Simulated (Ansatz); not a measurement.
# Magnetic orders in CrB2

The reference is CrB2 (space group P6/mmm, No. 191; a = 2.955 Å, c = 2.931 Å; ferromagnetic).

Each order is relaxed in cell and atoms; arrows give the starting signs on the magnetic atoms.

Method: PBEsol (Ansatz, a program for electronic structure, PAW, without spin-orbit coupling).

Notes on the quantities. energy relative to the base: σ→0; to 0.01 eV only: unlike meshes or grids.

```json
[
 {"variant": "base", "largest site moment": "0.57 μB", "energy relative to the base": "0.00 eV/atom", "volume per atom": "7.39 Å³"},
 {"variant": "non-magnetic", "largest site moment": "–", "energy relative to the base": "0.00 eV/atom", "volume per atom": "(withheld)"},
 {"variant": "↑↓ start, q = (0, 0, 1/2), 6 atoms", "largest site moment": "1.01 μB", "energy relative to the base": "-0.01 eV/atom", "volume per atom": "7.40 Å³"},
 {"variant": "↑↓ start, q = (0, 1/2, 0), 6 atoms", "largest site moment": "(withheld)", "energy relative to the base": "-0.01 eV/atom", "volume per atom": "(withheld)"},
 {"variant": "↑↓ start, q = (0, 1/2, 1/2), 6 atoms", "largest site moment": "0.93 μB", "energy relative to the base": "0.00 eV/atom", "volume per atom": "7.41 Å³"}
]
```

Question: What belongs in the blanks?

Answer: 
- non-magnetic, volume per atom: 7.32 Å³
- ↑↓ start, q = (0, 1/2, 0), 6 atoms, largest site moment: 0.99 μB
- ↑↓ start, q = (0, 1/2, 0), 6 atoms, volume per atom: 7.47 Å³

Other magnetic orders, which the real material may have, were not ruled out. Whether these cells are dynamically stable was not tested. Spin-polarised in the final run: base, ↑↓ start, q = (0, 0, 1/2), 6 atoms, ↑↓ start, q = (0, 1/2, 0), 6 atoms and ↑↓ start, q = (0, 1/2, 1/2), 6 atoms; the other runs are not.
